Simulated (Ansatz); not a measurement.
In a free triangular strip chain of In atoms, spin-degenerate bands cross the Fermi level 4 times between Γ and the zone edge.

Computed with PBE (plane waves to 420 eV, PAW; Ansatz, an electronic-structure program). Mesh 1×1×94. No spin polarisation, so a magnetic state wasn't tested. It repeats along c; a and b span vacuum. A hypothetical model. Symmetry and one short period hold its shape; lower forms weren't sought. Pairing along the axis, which can open a gap, is among the distortions not tried. Values not marked SOC lack spin–orbit coupling.

**Question.** What are the conductance and the two-terminal resistance of a perfect, endless piece?

**Answer.** Each crossing on the half of the zone with k > 0 has a partner at −k, so it gives one mode in each direction. Counting spin there are 8 modes, each carrying e²/h = 38.74 μS. G = 8 × 38.74 = 309.9 μS and R = 1/G = 3.23 kΩ, whatever the length. Scattering by phonons, roughness and contacts can only raise R.
